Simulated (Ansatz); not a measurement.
Effect of Ti → Sc on SrTiO3

Start from SrTiO$_{3}$ in the cubic perovskite structure (space group Pm-3m, No. 221; a = 3.891 Å).

Perturbation: full substitution Ti → Sc, then cell and atoms are relaxed.

The values are results of PBEsol (Ansatz, a first-principles code), scalar-relativistic without spin-orbit coupling, not measurements. Γ-centred 12×12×12 mesh, Fermi–Dirac width 0.05 eV, for the changed cell.

The volume per atom rises by 1.77 Å³ to 13.55 Å³ and the density drops by 0.75 g/cm³ to 4.42 g/cm³. The lattice parameter a increases by 0.3514 bohr, from 7.353 bohr to 7.705 bohr and the space group is still Pm-3m (No. 221). The band gap goes from 1.85 eV to zero and the magnetic state becomes ferromagnetic (base: not spin-polarised). The largest site moment goes from zero to 0.31 μB.

The magnetic state is the one reached from the starting moments; the real material's order can differ, and small cells can't hold many antiferromagnetic ones. Stability against distortions was not tested. For SrScO3 in this form, whether it has been made was not checked. Spin-polarised in the final run: SrScO3; the other runs are not. Many cubic perovskites are stable only at high temperature; tilts and polar distortions were not tested.
